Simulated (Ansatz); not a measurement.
## Fe2As under a change: pressure 7.5 GPa

Base system: Fe2As (space group P4/nmm, No. 129; a = 3.570 Å, c = 5.765 Å; ferromagnetic).

The change: a hydrostatic pressure of 7.5 GPa.

The values are results of Ansatz (a program for electronic structure) PBEsol, no spin-orbit coupling, not measurements. Γ-centred 13×13×8 mesh, Fermi–Dirac width 0.05 eV.

The volume per atom drops by 0.575 Å³ (12.25 Å³ → 11.67 Å³) and the density goes up by 0.42 g/cm³ (8.43 g/cm³ → 8.85 g/cm³). The lattice parameter a drops by 0.1769 bohr (6.746 bohr → 6.570 bohr) and the c/a ratio rises by 0.052, from 1.615 to 1.667. The shortest interatomic distance drops by 0.132 bohr, from 4.449 bohr to 4.317 bohr and the band gap is still zero. The magnetic state remains ferromagnetic and the largest site moment falls by 0.42 μB to 1.73 μB.

Other magnetic orders, which the real material may have, were not ruled out. Load acts through the strain it causes; cell and atoms are relaxed under it. Stability against distortions was not tested. Competing high-pressure phases were not computed.
